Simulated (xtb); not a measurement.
xtb 6.7.1, GFN2-xTB: Fc1csc(-c2sccc2F)c1, 16 atoms. The geometry is a generated start, not checked to be a minimum at this level.

```json
{
  "run_flags": "--grad",
  "method": "GFN2-xTB",
  "--acc": "1 (default)",
  "--etemp (K)": "300 (default)",
  "basis_functions": "64",
  "valence_electrons": "62"
}
```

```xyz
16

F     -3.8330     0.8694     1.2601
C     -2.8856     0.4188     0.4268
C     -3.1621    -0.1145    -0.8014
S     -1.7259    -0.5859    -1.5958
C     -0.7251    -0.0713    -0.2835
C      0.7215    -0.1913    -0.2983
S      1.6033    -0.8594    -1.6243
C      3.1118    -0.6290    -0.8530
C      2.9711    -0.0568     0.3892
C      1.6095     0.1857     0.6900
F      1.2405     0.7409     1.8548
C     -1.5069     0.4506     0.7363
H     -4.1282    -0.2486    -1.2658
H      4.0267    -0.9246    -1.3487
H      3.7984     0.1755     1.0467
H     -1.1160     0.8405     1.6669
```

One run each on 1 thread. Values of broydamp tried: 0.02, 0.05, 0.1, 0.2, 0.4 (default), 0.6, 0.8, 1.

Predict the course of the SCC iterations along this series.

Fewest SCC iterations, within one of each other: 0.2 with 13, 0.4 (default) with 12, 0.6 with 12. The count rises to 20 at 0.02. All converge to one solution.

```json
[
 {"broydamp": "0.02", "SCC iterations": "20", "end": "same solution"},
 {"broydamp": "0.05", "SCC iterations": "18", "end": "same solution"},
 {"broydamp": "0.1", "SCC iterations": "15", "end": "same solution"},
 {"broydamp": "0.2", "SCC iterations": "13", "end": "same solution"},
 {"broydamp": "0.4 (default)", "SCC iterations": "12", "end": "same solution"},
 {"broydamp": "0.6", "SCC iterations": "12", "end": "same solution"},
 {"broydamp": "0.8", "SCC iterations": "14", "end": "same solution"},
 {"broydamp": "1", "SCC iterations": "15", "end": "same solution"}
]
```
